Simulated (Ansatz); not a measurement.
## Convergence study of the k-point mesh for the (100) slab of ScB2 (cut from a parent of space group no. 191; 9 atoms in the cell)

```yaml
crystal:
  lattice:
    - [3.12968, 0.00000, 0.00000]
    - [0.00000, 3.51772, 0.00000]
    - [0.00000, 0.00000, 21.22771]
  atoms:
    - { symbol: Sc, position: [0.25000, 0.00000, 0.37232] }
    - { symbol: B, position: [0.75000, 0.50000, 0.32976] }
    - { symbol: B, position: [0.75000, 0.50000, 0.41488] }
    - { symbol: Sc, position: [0.75000, 0.00000, 0.50000] }
    - { symbol: B, position: [0.25000, 0.50000, 0.45744] }
    - { symbol: B, position: [0.25000, 0.50000, 0.54256] }
    - { symbol: Sc, position: [0.25000, 0.00000, 0.62768] }
    - { symbol: B, position: [0.75000, 0.50000, 0.58512] }
    - { symbol: B, position: [0.75000, 0.50000, 0.67024] }
```

Method: PBEsol, default PAW files made with PBE (plane waves; Ansatz, a quantum-chemistry and plane-wave program).

Base settings: basis.ecutwfc = 420 eV; kpoints.mp_grid.grid = 10 9 1; hamiltonian.xc = pbesol; hamiltonian.pseudopotentials = {kind: paw} (the program's default PAW files); scf.occupations.method = gaussian; scf.occupations.width = 0.1 eV.

Only quantities that move along the ladder and can be compared are tabulated.

The count of work is k-points × plane waves × bands × iterations; it is no time. Core times come from one kind of shared machine, to one figure; runs under 30 s give none.

The starting cell comes from a database of computed structures (which also holds hypothetical and non-ambient phases and stackings), without a prior relaxation at this level. The slab is cut from that crystal, and its faces are unrelaxed. Its lattice was rescaled by up to half a per cent. Spin polarisation is off, though cut faces can carry moments; the slab shows no gap. In the base run, forces exceed 1 eV/Å.

```csv
kpoints.mp_grid.grid,free energy less the last step's (meV/atom),largest difference of a force vector from the last step's (eV/Å),count of work / last,core time / last (rough)
2 2 1,31.24,1.081,0.038,–
3 3 1,19.28,0.469,0.025,–
4 3 1,18.27,0.092,0.042,–
4 4 1,9.60,0.175,0.057,–
5 4 1,-7.15,0.175,0.049,–
6 5 1,-4.65,0.236,0.075,–
7 6 1,1.12,0.042,0.10,–
8 7 1,1.76,0.107,0.11,–
9 8 1,-1.09,0.101,0.14,–
10 9 1,-1.40,0.036,0.16,–
12 11 1,0.75,0.026,0.23,–
14 13 1,0.26,0.016,0.31,0.3
17 15 1,-0.04,0.023,0.40,0.4
20 18 1,0.16,0.002,0.60,0.7
23 21 1,0.01,0.016,0.73,0.7
27 24 1,0.00,0.000,1.0,1
```

Coarsest kpoints.mp_grid.grid that holds the free energy within 1 meV/atom of the last step, with all finer ones: 12 11 1, at 0.23 of the last step's count of work; the step before is off by 1.4 meV/atom.

Coarsest kpoints.mp_grid.grid that holds the forces within 0.02 eV/Å: not settled: the last two steps still differ by 0.016 eV/Å, over half the tolerance, so the ladder does not show it.

Keys are those of Ansatz 0.2.
